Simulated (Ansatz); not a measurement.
## A computed series for hypothetical diamond W: pressure series

The reference is W in the diamond structure (space group Fd-3m, No. 227; a = 5.8295 Å; a hypothetical phase, not in the database extracts checked).

Cell and atoms are relaxed at each pressure.

Computed with DFT with PBE, PAW potentials and a 420 eV plane-wave cutoff in Ansatz (a first-principles code), no SOC.

Notes on the quantities. enthalpy: H = E + PV relative to the base's energy.

| case | enthalpy | shortest interatomic distance | density |
|---|---|---|---|
| base | – | 2.524 Å | 12.33 g/cm³ |
| pressure −2 GPa | -0.31 eV/atom | 2.539 Å | 12.12 g/cm³ |
| pressure −1 GPa | -0.16 eV/atom | 2.531 Å | 12.22 g/cm³ |
| pressure 0.3 GPa | +0.05 eV/atom | 2.522 Å | 12.36 g/cm³ |
| pressure 0.7 GPa | +0.11 eV/atom | 2.519 Å | 12.40 g/cm³ |
| pressure 1.5 GPa | +0.23 eV/atom | 2.514 Å | 12.48 g/cm³ |
| pressure 3 GPa | +0.46 eV/atom | 2.504 Å | 12.63 g/cm³ |
| pressure 5 GPa | +0.76 eV/atom | 2.492 Å | 12.82 g/cm³ |
| pressure 7.5 GPa | +1.13 eV/atom | 2.477 Å | 13.04 g/cm³ |
| pressure 10 GPa | +1.49 eV/atom | 2.464 Å | 13.26 g/cm³ |

Load acts through the strain it causes; cell and atoms are relaxed under it. No phonon test of stability was made. No other phases were tried under pressure. All final runs are without spin polarisation. W has a high density of states at the Fermi level and may be magnetic at this level.
